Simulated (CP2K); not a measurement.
Worked example: self-consistent single point of SrAl₂ (Imma, 6 atoms in the cell) in CP2K

Computed with LDA (Pade form), GPW, DZVP-MOLOPT-SR-GTH basis, GTH-PADE potentials (GTH_POTENTIALS) (CP2K).

This input was run:

```
&GLOBAL
  PROJECT run
  RUN_TYPE ENERGY_FORCE
  PRINT_LEVEL MEDIUM
&END GLOBAL
&FORCE_EVAL
  METHOD Quickstep
  STRESS_TENSOR ANALYTICAL
  &DFT
    BASIS_SET_FILE_NAME BASIS_MOLOPT
    POTENTIAL_FILE_NAME GTH_POTENTIALS
    &QS
      METHOD GPW
      EPS_DEFAULT 1E-11
    &END QS
    &MGRID
      CUTOFF 500
      REL_CUTOFF 50
      NGRIDS 5
    &END MGRID
    &SCF
      SCF_GUESS ATOMIC
      EPS_SCF 1E-7
      MAX_SCF 100
      ADDED_MOS 6
      &DIAGONALIZATION
        ALGORITHM STANDARD
      &END DIAGONALIZATION
      &MIXING
        METHOD BROYDEN_MIXING
        ALPHA 0.3
        NBUFFER 12
        BETA 1.5
      &END MIXING
      &SMEAR ON
        METHOD GAUSSIAN
        SIGMA [eV] 0.1
      &END SMEAR
    &END SCF
    &KPOINTS
      SCHEME MONKHORST-PACK 6 6 6
      GAMMA_CENTERED T
    &END KPOINTS
    &XC
      &XC_FUNCTIONAL PADE
      &END XC_FUNCTIONAL
    &END XC
    &PRINT
      &MO
        EIGENVALUES T
        OCCUPATION_NUMBERS T
        NDIGITS 8
        FILENAME mo
        &EACH
          QS_SCF 0
        &END EACH
        ADD_LAST NUMERIC
      &END MO
      &MULLIKEN ON
      &END MULLIKEN
    &END PRINT
  &END DFT
  &SUBSYS
    &CELL
      A 6.23768000 0.00000000 0.00000000
      B -0.98290400 6.15975200 0.00000000
      C -0.96087700 -4.50154800 4.20968300
      PERIODIC XYZ
    &END CELL
    &COORD
      Sr       0.61178313     0.01373532     3.15726225
      Sr       3.68211587     1.64446868     1.05242075
      Al       0.44975075     3.22807314     1.81630983
      Al       3.84414825    -1.56986914     2.39337317
      Al       4.77237341     4.86177494     0.28853167
      Al      -0.47847441    -3.20357094     3.92115133
    &END COORD
    &KIND Sr
      BASIS_SET DZVP-MOLOPT-SR-GTH-q10
      POTENTIAL GTH-PADE-q10
    &END KIND
    &KIND Al
      BASIS_SET DZVP-MOLOPT-SR-GTH-q3
      POTENTIAL GTH-PADE-q3
    &END KIND
  &END SUBSYS
  &PRINT
    &FORCES ON
    &END FORCES
    &STRESS_TENSOR ON
    &END STRESS_TENSOR
  &END PRINT
&END FORCE_EVAL
```

Output, abridged:

```
 GLOBAL| Method name                                                        CP2K
 GLOBAL| Project name                                                        run
 GLOBAL| Run type                                                   ENERGY_FORCE

 CELL| Volume [angstrom^3]:                                           161.746805
 CELL| Vector a [angstrom]:       6.238     0.000     0.000   |a| =     6.237680
 CELL| Vector b [angstrom]:      -0.983     6.160     0.000   |b| =     6.237679
 CELL| Vector c [angstrom]:      -0.961    -4.502     4.210   |c| =     6.237680
 CELL| Angle (b,c), alpha [degree]:                                   133.502079
 CELL| Angle (a,c), beta  [degree]:                                    98.861354
 CELL| Angle (a,b), gamma [degree]:                                    99.066184
 CELL| Numerically orthorhombic:                                              NO
 CELL| Periodicity                                                           XYZ

 DFT| Spin restricted Kohn-Sham (RKS) calculation                            RKS
 DFT| Multiplicity                                                             1
 DFT| Number of spin states                                                    1
 DFT| Charge                                                                   0
 DFT| XC density smoothing                                                  NONE
 DFT| XC derivatives                                                          PW

 QS| Method:                                                                 GPW
 QS| Density plane wave grid type                        NON-SPHERICAL FULLSPACE
 QS| Number of grid levels:                                                    5
 QS| Density cutoff [a.u.]:                                                250.0
 QS| Multi grid cutoff [a.u.]: 1) grid level                               250.0
   [... lines left out ...]
 BRILLOUIN| Wavefunction type                                            COMPLEX
 BRILLOUIN| List of Kpoints [2 Pi/Bohr]                                      112
 BRILLOUIN| Number           Weight            X              Y              Z
 BRILLOUIN|     1           0.00926       -0.33333       -0.33333       -0.33333
 BRILLOUIN|     2           0.00926       -0.33333       -0.33333       -0.16667
 BRILLOUIN|     3           0.00926       -0.33333       -0.33333        0.00000
   [... 109 lines left out ...]
 *******************************************************************************

 Extrapolation method: initial_guess

 Re-scaling the density matrix to get the right number of electrons
                  # Electrons              Trace(P)               Scaling factor
                           32                32.000                        1.000

 Number of electrons:                                                         32
 Number of occupied orbitals:                                                 16
 Number of molecular orbitals:                                                22

 Number of orbital functions:                                                 80
 Number of independent orbital functions:                                     80
 SCF WAVEFUNCTION OPTIMIZATION

  Step     Update method      Time    Convergence         Total energy    Change
     1 NoMix/Diag. 0.30E+00      -     1.79041372       -70.4229226514 -7.04E+01
     2 Broy./Diag. 0.30E+00      -     0.00275923       -70.2641982189  1.59E-01
     3 Broy./Diag. 0.30E+00      -     0.01599256       -69.8744134886  3.90E-01
     4 Broy./Diag. 0.30E+00      -     0.00240477       -69.8590907982  1.53E-02
     5 Broy./Diag. 0.30E+00      -     0.00407208       -69.8858758001 -2.68E-02
     6 Broy./Diag. 0.30E+00      -     0.00142444       -69.8894283618 -3.55E-03
     7 Broy./Diag. 0.30E+00      -     0.00080826       -69.8868849278  2.54E-03
   [... 5 lines left out ...]
    13 Broy./Diag. 0.30E+00      -     0.00000109       -69.8855264891  1.58E-05
    14 Broy./Diag. 0.30E+00      -     0.00000200       -69.8855083593  1.81E-05
    15 Broy./Diag. 0.30E+00      -     0.00000034       -69.8855099575 -1.60E-06
    16 Broy./Diag. 0.30E+00      -     0.00000036       -69.8855168647 -6.91E-06
    17 Broy./Diag. 0.30E+00      -     0.00000004       -69.8855165306  3.34E-07
  *** SCF run converged in    17 steps ***

  Electronic density on regular grids:        -32.0000000000        0.0000000000
  Core density on regular grids:               31.9999999995       -0.0000000005
  Total charge density on r-space grids:       -0.0000000005
  Total charge density g-space grids:          -0.0000000005

  Overlap energy of the core charge distribution:               0.00000000000000
  Self energy of the core charge distribution:               -140.10707991435950
  Core Hamiltonian energy:                                     29.88102581013618
  Hartree energy:                                              51.93471944054277
  Exchange-correlation energy:                                -11.59385935939477
  Smearing free energy correction:                             -0.00032250756326
  Fermi energy:                                                 0.19583500190806

  Total energy:                                               -69.88551653061609
  Total energy (extrapolated to sigma->0):                    -69.88535527683446

                     Mulliken Population Analysis

 #  Atom  Element  Kind  Atomic population                           Net charge
       1     Sr       1          9.849289                              0.150711
       2     Sr       1          9.849289                              0.150711
       3     Al       2          3.075356                             -0.075356
       4     Al       2          3.075356                             -0.075356
       5     Al       2          3.075354                             -0.075354
       6     Al       2          3.075355                             -0.075355
 # Total charge                             32.000000                  0.000000

 ENERGY| Total FORCE_EVAL ( QS ) energy [hartree]            -69.885516390743391

 FORCES| Atomic forces [hartree/bohr]
 FORCES|   Atom     x               y               z               |f|
 FORCES|      1 -1.90206516E-03 -2.22965351E-03 -1.26784513E-09   2.93073483E-03
 FORCES|      2  1.90205823E-03  2.22963361E-03  2.09189229E-09   2.93071519E-03
 FORCES|      3  1.23231240E-04  6.02627158E-04 -1.80466521E-04   6.41025425E-04
 FORCES|      4 -1.23244796E-04 -6.02625880E-04  1.80470290E-04   6.41027890E-04
 FORCES|      5  5.75701665E-04  2.16685357E-04  1.80456805E-04   6.41053515E-04
 FORCES|      6 -5.75681175E-04 -2.16666738E-04 -1.80461398E-04   6.41030114E-04
 FORCES| Sum    -5.81097670E-14 -1.55073870E-13 -2.06624756E-13
 FORCES| Total atomic force                                       2.64798868E-13

 STRESS| Analytical stress tensor [bar]
 STRESS|                        x                   y                   z
 STRESS|      x       -5.01377983812E+04   1.09234311909E+03   2.66798469401E+03
 STRESS|      y        1.09234311909E+03  -4.97889670693E+04  -2.27599813248E+03
 STRESS|      z        2.66798469401E+03  -2.27599813248E+03  -5.47191476356E+04
 STRESS| 1/3 Trace                                            -5.15486376954E+04
```

The run converged in 17 iterations.

The starting cell comes from a database of computed structures (which also holds hypothetical and non-ambient phases and stackings), without a prior relaxation at this level. Its lattice was rescaled by a random factor within 2.5 % of one. Values carry the incompleteness of an atom-centred basis. With a pressure of about -5 GPa the cell is away from its equilibrium volume at this level.

Cost on one core of a shared machine: roughly 70 s.
